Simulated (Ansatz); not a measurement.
The reference is Cu in the fcc (Cu type) structure (space group Fm-3m, No. 225; a = 3.630 Å; relaxed with 0.1 eV smearing).

The values are results of PBE in Ansatz (plane waves to 420 eV, PAW, spin-orbit coupling left out), not measurements.

Before the change:

The pressure comes out as 0.0 GPa.

One thing is altered: an isotropic linear strain of +1.50 %; the atoms relax in the strained cell.

### Question
Predict the new energy relative to the base.

### Answer
The energy grows by 10 meV/atom.

### Question
How does this affect the pressure?

### Answer
The pressure goes from zero to -5.6 GPa.

Whether these cells are dynamically stable was not tested. All final runs are without spin polarisation.

Ansatz is a program for electronic structure.
